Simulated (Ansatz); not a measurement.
What pressure 10 GPa does to PbAu2

The parent structure is PbAu₂ in the cubic Laves (MgCu2 type) structure (space group Fd-3m, No. 227; a = 7.9527 Å).

It is then changed as follows: cell and atoms relaxed at a pressure of 10 GPa.

The values are results of Ansatz (an electronic-structure program), PBEsol, PAW, cutoff 420 eV, scalar-relativistic without spin-orbit coupling, not measurements. k-mesh 10×10×10 (Γ-centred); smearing 0.05 eV (Fermi–Dirac).

The volume per atom decreases by 1.54 Å³ (20.96 Å³ → 19.42 Å³) and the density grows by 1.258 g/cm³ (15.88 g/cm³ → 17.13 g/cm³). The lattice parameter a shrinks by 0.200 Å, from 7.953 Å to 7.753 Å and the shortest interatomic distance drops by 0.071 Å, from 2.812 Å to 2.741 Å. The band gap is still zero.

Final structure:

```
CELL_PARAMETERS angstrom
      0.00000     3.87655     3.87655
      3.87655     0.00000     3.87655
      3.87655     3.87655     0.00000
ATOMIC_POSITIONS crystal
  Pb 0.25000 0.25000 0.25000
  Pb 0.00000 0.00000 0.00000
  Au 0.62500 0.62500 0.12500
  Au 0.62500 0.12500 0.62500
  Au 0.62500 0.62500 0.62500
  Au 0.12500 0.62500 0.62500
```

With Au and Pb present, leaving out spin-orbit coupling can change the band edges. Load acts through the strain it causes; cell and atoms are relaxed under it. Whether these cells are dynamically stable was not tested. No other phases were tried under pressure.
